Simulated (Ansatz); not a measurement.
Base system: SnO2 in the rutile structure (space group P4_2/mnm, No. 136).

```
CELL_PARAMETERS angstrom
      4.72236     0.00000     0.00000
      0.00000     4.72236     0.00000
      0.00000     0.00000     3.19034
ATOMIC_POSITIONS crystal
  Sn 0.00000 0.00000 0.00000
  Sn 0.50000 0.50000 0.50000
  O  0.30607 0.30607 0.00000
  O  0.80607 0.19393 0.50000
  O  0.19393 0.80607 0.50000
  O  0.69393 0.69393 0.00000
```

Cartesian axes are those of the cell as printed.

All numbers come from DFT with LDA, PAW potentials and a 420 eV plane-wave cutoff in Ansatz (a quantum-chemistry and plane-wave program), spin-orbit coupling left out.

Strains are applied to the cell and any free atomic positions relax; under biaxial strain the out-of-plane vector relaxes too.

One change was made to it. Results:

| quantity | base | after |
|---|---|---|
| valence-band top at Γ (three highest levels, from the VBM) | 0.00, -0.80, -0.80 eV | 0.00, -0.82, -0.82 eV |
| volume per atom | 11.86 Å³ | 12.14 Å³ |
| band gap | 1.16 eV | 0.99 eV |
| electron mass | 0.18 mₑ along c, 0.20 mₑ across (at Γ) | 0.18 mₑ out of plane, 0.20 mₑ in plane (at Γ) |

Question: What was done to the base?
(A) biaxial strain +1.20 %, plane normal [001], relaxed out of plane
(B) biaxial strain +2.40 %, plane normal [001], relaxed out of plane
(C) biaxial strain +1.80 %, plane normal [001], relaxed out of plane
(D) biaxial strain +3.00 %, plane normal [001], relaxed out of plane

Answer: C, biaxial strain +1.80 %, plane normal [001], relaxed out of plane. For comparison, the band gap in the other runs: biaxial strain +1.20 %, plane normal [001], relaxed out of plane gives 1.05 eV; biaxial strain +3.00 %, plane normal [001], relaxed out of plane gives 0.89 eV; biaxial strain +2.40 %, plane normal [001], relaxed out of plane gives 0.94 eV.

Effective masses come from finite differences of ±0.01 Å⁻¹. No phonon test of stability was made.
